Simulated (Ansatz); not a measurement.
**Response to strain in hypothetical ReO3 type MnCl3**

Start from MnCl3 in the ReO3 type structure (space group Pm-3m, No. 221; ferromagnetic; a hypothetical phase, not in the database extracts checked; relaxed with 0.1 eV smearing).

```yaml
crystal:
  lattice:
    - [4.73888, 0.00000, 0.00000]
    - [0.00000, 4.73888, 0.00000]
    - [0.00000, 0.00000, 4.73888]
  atoms:
    - { symbol: Mn, position: [0.00000, 0.00000, 0.00000] }
    - { symbol: Cl, position: [0.50000, 0.00000, 0.00000] }
    - { symbol: Cl, position: [0.00000, 0.00000, 0.50000] }
    - { symbol: Cl, position: [0.00000, 0.50000, 0.00000] }
```

Cartesian axes are those of the cell as printed.

Strains are applied to the cell and any free atomic positions relax; under biaxial strain the out-of-plane vector relaxes too.

Method: r2SCAN in Ansatz (plane waves to 500 eV, PAW, spin-orbit coupling left out).

Notes on the quantities. energy relative to the base: free energy F.

```csv
variant,largest site moment,energy relative to the base,space group
base,3.79 μB,0 meV/atom,Pm-3m (No. 221)
"biaxial strain +0.73 %, plane normal [110], relaxed out of plane",3.80 μB,+0.7 meV/atom,Cmmm (No. 65)
isotropic strain −0.65 %,3.75 μB,+1.4 meV/atom,Pm-3m (No. 221)
isotropic strain +2.85 %,3.94 μB,+23 meV/atom,Pm-3m (No. 221)
isotropic strain +5.05 %,(withheld),(withheld),Pm-3m (No. 221)
uniaxial strain ε_xx = −0.47 %,3.77 μB,+0.2 meV/atom,P4/mmm (No. 123)
uniaxial strain ε_yy = −5.92 %,3.62 μB,+37 meV/atom,P4/mmm (No. 123)
tensor shear ε_yz = −0.45 %,3.79 μB,+0.1 meV/atom,Cmmm (No. 65)
tensor shear ε_xz = −1.56 %,3.79 μB,+1.4 meV/atom,Cmmm (No. 65)
tensor shear ε_xz = +1.16 %,3.79 μB,+0.8 meV/atom,Cmmm (No. 65)
```

Question: Some entries are withheld; estimate them.

Answer: 
- isotropic strain +5.05 %, largest site moment: 4.06 μB
- isotropic strain +5.05 %, energy relative to the base: +67 meV/atom

Whether these cells are dynamically stable was not tested. No Hubbard U is applied and the magnetic state is the run's own (MnCl3 ferromagnetic); other magnetic orders, which need larger cells, were not tried and can change the gap.

Ansatz is an electronic-structure program.
